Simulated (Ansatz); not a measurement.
H interstitial started on C in diamond: one set of geometries, relaxed with PBE, evaluated in Ansatz (PAW, plane waves to 420 eV, 500 eV under r2SCAN) with PBE, r2SCAN.

Cell and caveats: 64-site cell; 2×2×2 shifted k-points; start: bound to C, open side; charged states image-corrected; not converged in cell size.

```
quantity                                                     PBE  r2SCAN
----------------------------------------------------------  ----  ------
host gap (eV)                                               4.13     ___
ε(+1/0) above the VBM (eV)                                  1.08     ___
ε(0/−1) above the VBM (eV)                                  3.17     ___
neutral formation energy against H2 molecule in a box (eV)  4.96     ___
largest moment on one atom at charge 0 (μB)                 0.12     ___
```

Question: Given the lower rungs, what does r2SCAN give?

Answer: 
- host gap (eV), r2SCAN: 4.34
- ε(+1/0) above the VBM (eV), r2SCAN: 1.04
- ε(0/−1) above the VBM (eV), r2SCAN: 3.41
- neutral formation energy against H2 molecule in a box (eV), r2SCAN: 4.91
- largest moment on one atom at charge 0 (μB), r2SCAN: 0.14

Ansatz is an electronic-structure program.
